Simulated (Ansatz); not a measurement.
Abridged Ansatz (an electronic-structure program) output:

```
Pseudopotential: Si, paw, valence charge 4
Pseudopotential: Ru, paw, valence charge 16
Crystal: 2 atoms, lattice volume = 24.641 Å³
Basis set: ecut = 420 eV, 461 PW (Γ), exchange–correlation on 40×40×40 points (8 copies of the dense FFT grid, shifted against one another)
Bands: 14, of which v1, the nominal top of the filled ones, is band 10 counted from 1 (9 counted from 0)
Symmetry: 48 space group operations
k-points: 165 of 4096
Functional: x = pbesol(κ = 0.804, μ = 0.12345679012345678), c = pbesol(β = 0.046)
SCF iter   1: F=—  HF=-6439.435805 eV  |F-HF|=—  |Δ(HF+E_count)|=         —  Δρ=1.07e-2  dr2=3.29e-2  ethr=1.77e-3  ⟨swp⟩=5.2  Hψ=12886  notcnv=0
SCF iter   2: F=—  HF=-6439.430693 eV  |F-HF|=—  |Δ(HF+E_count)|=   5.11e-3  Δρ=6.31e-3  dr2=1.26e-2  ethr=1.65e-4  ⟨swp⟩=1.6  Hψ=3741  notcnv=0
SCF 1 converged in 7 iterations: F = -6439.428074 eV  dr2 = 3.28e-12
SCF converged after 7 iterations
Free energy (F): -6439.428074 eV
Internal energy: -6439.424984 eV  (E = F + TS)
E sigma→0 (E₀):  -6439.426529 eV
Entropy (-TS):   -0.003090 eV (-1.545 meV/atom)
Fermi energy:    19.788864 eV
--- Forces (eV/Å), atoms counted from 1 ---
  atom   1  Si    -0.00000000     0.00000000     0.00000000
  atom   2  Ru    -0.00000000    -0.00000000    -0.00000000
--- Stress (GPa, compression-positive) ---
       -0.000027       0.000000       0.000000
       -0.000000      -0.000027      -0.000000
        0.000000       0.000000      -0.000027
  P = ⅓ Tr σ = -0.0000 GPa (-0.000 kbar)
```

**Question.** What was computed, and what are the main results?

**Answer.** RuSi, 2 atoms in the cell, with PBEsol/PAW in Ansatz, no spin-orbit coupling. The last SCF converged to F = -6439.428074 eV, or -3219.7140 eV per atom, at a pressure of 0.00 GPa. The total energy compares only with runs of the same code, potentials and settings.

Stability against distortions was not tested. All final runs are without spin polarisation. The cell is RuSi in the CsCl type structure (space group Pm-3m, No. 221; a cell from a computed database, its experimental status unchecked).
